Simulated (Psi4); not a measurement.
Psi4 1.11, WB97X/def2-svp: Zr(Cl)(OMe)(OSiH3)2 (C[O][Zr]([Cl])([O][SiH3])[O][SiH3]), 17 atoms. The geometry is a generated start, not checked to be a minimum at this level.

- task = energy
- method = wb97x
- basis = def2-svp
- memory = 3 GB
- maxiter = 100
- keys of the molecule block = symmetry c1
- scf_type = df (default)
- e_convergence = 1e-06 (default)
- d_convergence = 1e-06 (default)
- dft_radial_points = 75 (default)
- dft_spherical_points = 302 (default)
- effective core potentials = those of the basis set, past Kr
- basis functions = 186
- grid points = 361914

```xyz
17

Zr     0.2675     0.6270     0.2978
Cl    -0.1679     2.7535     1.0175
O     -1.4391    -0.0818     0.0391
C     -2.0587     0.4691    -1.0999
H     -1.9151    -0.2016    -1.9677
H     -3.1366     0.5741    -0.9078
H     -1.6394     1.4769    -1.3317
O      1.3158    -0.2651     1.6012
Si     0.6414    -0.6261     3.0161
H     -0.2399     0.4974     3.4626
H      1.7366    -0.8418     3.9705
H     -0.1606    -1.8659     2.8700
O      1.2255     0.8109    -1.3410
Si     1.3730    -0.5226    -2.2191
H      2.7832    -0.7671    -2.5264
H      0.6169    -0.3658    -3.4770
H      0.7974    -1.6711    -1.4041
```

Charge 0 and multiplicity 1 are set for this test and not shown to be the ground state.

With the defaults (diis = true, scf_initial_accelerator = adiis, damping_percentage = 0, guess = auto, which took SAD, soscf = false, diis_max_vecs = 10, diis_start = 1) it converges in 10 SCF iterations. One run each on 2 threads, with these changes:
- diis_max_vecs = 20
- soscf = true
- guess = modhuckel
- diis_start = 4
- guess = huckel
- diis = false, scf_initial_accelerator = none, damping_percentage = 60
- diis_max_vecs = 3
- diis_max_vecs = 6
- guess = gwh

### Question
Which of these changes keep the SCF from converging, or lead it to another solution?

### Answer
No convergence: diis = false, scf_initial_accelerator = none, damping_percentage = 60 (the run ends without SCF convergence in 100 iterations). The rest reach the solution of the defaults.

```tsv
setting	SCF iterations	JK calls	end
soscf = true	6	22	same solution
the defaults	10	11	same solution
guess = huckel	10	52	same solution
guess = modhuckel	10	52	same solution
diis_max_vecs = 20	10	11	same solution
diis_max_vecs = 6	10	11	same solution
diis_max_vecs = 3	12	13	same solution
diis_start = 4	13	14	same solution
guess = gwh	14	14	same solution
diis = false, scf_initial_accelerator = none, damping_percentage = 60	100	101	no convergence
```

An SOSCF iteration holds several JK calls; a Hückel guess adds calls on atoms.
